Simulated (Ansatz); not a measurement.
# SrTiO$_{3}$ under load (space group P4/mmm): band-edge transport data

Given:

```xyz
5
Lattice="3.8851 0.0000 0.0000 0.0000 3.8851 0.0000 0.0000 0.0000 3.9177" Properties=species:S:1:pos:R:3 pbc="T T T"
Sr     0.0000     0.0000     0.0000
Ti     1.9425     1.9425     1.9588
O      1.9425     0.0000     1.9588
O      0.0000     1.9425     1.9588
O      1.9425     1.9425     0.0000
```

Computed with PBEsol with spin-orbit coupling, rigid bands (plane waves, PAW; Ansatz, a program for electronic structure). Condition of this run: uniaxial stress zz = -2 GPa (compression positive) (the target of the relaxation). Geometry: cell and atoms relaxed with PBEsol, then loaded as said.

| Item | Value |
|---|---|
| band gap | 1.82 eV |
| electron conductivity mass (300 K, dilute) | 0.70 (x), 0.70 (y), 0.58 (z) mₑ |
| hole conductivity mass (300 K, dilute) | 1.61 (x), 1.61 (y), 2.5 (z) mₑ |
| effective density of states N_c (300 K) | 5.0e19 cm⁻³ |
| effective density of states N_v (300 K) | 1.7e20 cm⁻³ |
| density-of-states mass, electrons | 1.58 mₑ |
| density-of-states mass, holes | 3.6 mₑ |
| Seebeck coefficient, n-type 1e19 cm⁻³, 300 K | -390 μV/K |
| Seebeck coefficient, p-type 1e19 cm⁻³, 300 K | 508 μV/K |

Rigid bands; masses and Seebeck coefficients take one relaxation time τ for all states and one kind of carrier; polarons and phonon drag are left out.
